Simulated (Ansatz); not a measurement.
# BN in the h-BN type structure (space group P6_3/mmc, No. 194; layered, stacked along the Cartesian z axis)

```cif
data_B2N2
_chemical_formula_sum 'B2 N2'
_space_group_name_H-M_alt 'P63/mmc'
_space_group_IT_number 194
_space_group_name_Hall '-P 6c 2c'
_cell_length_a 2.50643
_cell_length_b 2.50643
_cell_length_c 6.61383
_cell_angle_alpha 90.000
_cell_angle_beta 90.000
_cell_angle_gamma 120.000
loop_
_atom_site_label
_atom_site_type_symbol
_atom_site_symmetry_multiplicity
_atom_site_Wyckoff_symbol
_atom_site_fract_x
_atom_site_fract_y
_atom_site_fract_z
_atom_site_occupancy
B1 B 2 c 0.33333 0.66667 0.25000 1
N1 N 2 d 0.66667 0.33333 0.25000 1
```

The values are results of PBE-D3(BJ)/PAW in Ansatz (an electronic-structure program), no spin-orbit coupling, not measurements. Γ-centred 15×15×5 mesh, Fermi–Dirac width 0.05 eV.

- Volume per atom = 9.00 Å³
- Density = 2.29 g/cm³
- Band gap = 4.24 eV, indirect, k = (0.267, 1/3, 0) in the run's primitive reciprocal basis → M
- Total energy = -271.343 eV/atom (σ→0; compares only within this code and set-up)

No phonon test of stability was made.
